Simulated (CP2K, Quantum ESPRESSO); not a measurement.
## Equation of state of rock-salt SnTe (space group 225): energy against volume (CP2K, PBE)

```
SnTe
1.0
    4.38945     0.00000     0.00000
    2.19473     3.80138     0.00000
    2.19473     1.26713     3.58397
Sn Te
1 1
Direct
  0.00000   0.00000   0.00000
  0.50000   0.50000   0.50000
```

Computed with CP2K with PBE, GPW, DZVP-MOLOPT-SR-GTH basis, GTH-PBE potentials (GTH_POTENTIALS). Settings: CUTOFF = 520 Ry; REL_CUTOFF = 40 Ry; SMEAR/METHOD = FERMI_DIRAC; ELECTRONIC_TEMPERATURE = 116.05 K; KPOINTS/SCHEME = MONKHORST-PACK 9 9 9; XC_FUNCTIONAL = PBE; Sn/BASIS_SET = DZVP-MOLOPT-SR-GTH-q4; Sn/POTENTIAL = GTH-PBE-q4; Te/BASIS_SET = DZVP-MOLOPT-SR-GTH-q6; Te/POTENTIAL = GTH-PBE-q6; METHOD = GPW; EPS_DEFAULT = 1e-11; NGRIDS = 4; SCF_GUESS = ATOMIC; EPS_SCF = 1e-07; MAX_SCF = 100. The cell above is the first row's. The rows scale it uniformly. In all rows fractional positions and the k mesh are held. E is the free energy at the stated smearing, counted from the lowest row.

```
V (Å^3/atom)  E (meV/atom)
------------  ------------
29.901               56.59
30.551               36.08
31.201               20.66
31.851                9.81
32.501                3.06
33.151                0.00
33.801                0.26
34.451                3.49
35.101                   ?
```

### Question
Fit E against V with the third-order Birch-Murnaghan form, a cubic in V^(-2/3), and predict the withheld value at V = 35.101.

### Answer
With u = V^(-2/3) - 0.0990, the rows have u = 0.0048029, 0.0033253, 0.0018992, 0.0005217, -0.0008096, -0.0020974, -0.0033437, -0.0045507. Least squares gives E = 6.729 + 5364.2·u + 1033244·u² + 2372319·u³. Residuals (row less fit): 0.000, 0.001, 0.000, 0.001, -0.002, -0.002, 0.004, -0.002; standard error 0.003 (degrees of freedom: 4). Its minimum lies at u = -0.0026194, so V0 = (0.0963806)^(-3/2) = 33.42. There d²E/du² = 2029000 and d³E/du³ = 1.423e7, so B0 = (4/9) × 33.42^(-7/3) × 2029000 × 0.160218 = 40.2 GPa (the last factor turns the table's units into GPa), and B0' = 4 + (2/3) × 0.0963806 × (1.423e7)/2029000 = 4.5. The program's pressures in the fitted runs (not shown) pass through zero at V = 33.42, 0.00 % from this V0. At the withheld row, u = -0.0057203, so E = 6.729 + 5364.2 × (-0.0057203) + 1033244 × (-0.0057203)² + 2372319 × (-0.0057203)³ = 9.410 meV/atom. The calculation gives 9.40 meV/atom, 0.010 meV/atom below the prediction (under 0.05 % of the range of E in the table). The row lies outside the fitted rows, so this is an extrapolation. From the scatter of the fitted rows alone, a prediction at this place has a standard error of 0.006 meV/atom, so the miss is 1.6 times that.

Carrying the step between the two nearest rows on in a straight line would have given 6.72, off by 2.68; series whose last step already gives the withheld value aren't shown. The scan was laid around a cell of about the measured size, scaled by a guess for this functional. This is the room-temperature phase, which distorts on cooling and is held here by symmetry. The runs keep the symmetry of the cell, so they don't test it for distortions. A plane-wave scan with the same functional (Quantum ESPRESSO, GBRV) gives V0 = 32.80 Å^3/atom and B0 = 40.6 GPa; a Birch-Murnaghan fit to all rows here lies 1.9 % from it in V0 and -1 % in B0; the two differ in basis, and may differ in potentials and mesh. Values carry the incompleteness of an atom-centred basis. Spin-orbit coupling is off. Cutoffs and mesh are single choices, not tested for convergence of this quantity. Series with a scatter that would blur these digits, or in which a gap closes, are not shown. Nor are scans whose minimum lies at an end fitted in this form.
